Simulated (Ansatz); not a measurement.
Pb under a change: 6 layers

The reference is Pb in the fcc (Cu type) structure (space group Fm-3m, No. 225; a = 4.991 Å). Axes: x, y, z lie along the cube axes.

Perturbation: a free-standing slab of 6 layers (6 atoms, 1 a layer) is cut normal to [111], with 15 Å of vacuum and the in-plane cell held at bulk.

All numbers come from r2SCAN in Ansatz (plane waves to 500 eV, PAW, no SOC), earlier PAW set. k-mesh 15×15×1 (Γ-centred); smearing 0.05 eV (Fermi–Dirac), for the changed cell.

The layer's space group (with vacuum) is P-3m1 (No. 164) and the shortest interatomic distance decreases by 0.2343 bohr to 6.435 bohr. The band gap stays zero and the excess energy per area of both faces (slab less bulk energy over the cell's area: twice a surface energy) comes out as 0.6 J/m² (uncertain by up to 0.09 J/m²). The thickness between the outermost nuclei comes out as 14.32 Å and the change of the spacing d12 from its bulk value of 2.882 Å comes out as -5.3 %. The change of the spacing d23 from its bulk value of 2.882 Å is +3.4 %.

Final structure:

```yaml
crystal:
  lattice:
    - [3.52935, 0.00000, 0.00000]
    - [1.76468, 3.05651, 0.00000]
    - [0.00000, 0.00000, 29.40853]
  atoms:
    - { symbol: Pb, position: [0.33333, 0.83333, 0.25655] }
    - { symbol: Pb, position: [0.00000, 0.50000, 0.34932] }
    - { symbol: Pb, position: [0.66667, 0.16667, 0.45064] }
    - { symbol: Pb, position: [0.33333, 0.83333, 0.54936] }
    - { symbol: Pb, position: [0.00000, 0.50000, 0.65068] }
    - { symbol: Pb, position: [0.66667, 0.16667, 0.74345] }
```

The excess energy carries the mismatch between the slab's and the bulk's meshes. Whether these cells are dynamically stable was not tested.

Ansatz is an electronic-structure program.
